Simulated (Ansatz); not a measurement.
GaN, point defects

The reference is a 16-atom supercell of GaN in the zinc blende structure (space group F-43m, No. 216) at its relaxed geometry.

```xyz
16
Lattice="0.0000 4.5488 4.5488 4.5488 0.0000 4.5488 4.5488 4.5488 0.0000" Properties=species:S:1:pos:R:3 pbc="T T T"
N      3.4116     3.4116     3.4116
N      5.6860     5.6860     3.4116
N      5.6860     3.4116     5.6860
N      7.9604     5.6860     5.6860
N      3.4116     5.6860     5.6860
N      5.6860     7.9604     5.6860
N      5.6860     5.6860     7.9604
N      7.9604     7.9604     7.9604
Ga     0.0000     0.0000     0.0000
Ga     2.2744     2.2744     0.0000
Ga     2.2744     0.0000     2.2744
Ga     4.5488     2.2744     2.2744
Ga     0.0000     2.2744     2.2744
Ga     2.2744     4.5488     2.2744
Ga     2.2744     2.2744     4.5488
Ga     4.5488     4.5488     4.5488
```

One neutral defect a cell, atoms relaxed at fixed cell.

Calculations: Kohn–Sham DFT with the PBE functional, run in Ansatz (a program for electronic structure) with PAW and 420 eV plane waves, without spin-orbit coupling, earlier PAW set.

```csv
case,largest displacement of a host atom from its site in the perfect cell,pressure
perfect supercell,–,0.0 GPa
"As on a N site, symmetric start",0.21 Å,18.9 GPa
"Ga interstitial (started 1.97 Å from the nearest host atom), symmetric start",0.14 Å,24.8 GPa
"N vacancy, symmetric start",0.04 Å,-0.6 GPa
Ga vacancy,…,…
"Bi on a N site, symmetric start",0.37 Å,30.1 GPa
```

Some entries are withheld; estimate them.


- Ga vacancy, largest displacement of a host atom from its site in the perfect cell: 0.18 Å
- Ga vacancy, pressure: 2.3 GPa

The magnetic state is the one reached from the starting moments; the real material's order can differ, and small cells can't hold many antiferromagnetic ones. In so small a cell the defect repeats every few ångströms: this is an ordered compound, not a dilute defect. The mesh was chosen for an insulator and is coarse for the gapless case. Defects with a symmetric start kept the site's symmetry and may sit on a saddle; the others started slightly shaken. Starting moments died away, wholly or in part, for As on a N site, Ga interstitial (started 1.97 Å from the nearest host atom), N vacancy and Bi on a N site; another magnetic solution may exist. This is not the structure that GaN has at room temperature and ambient pressure.
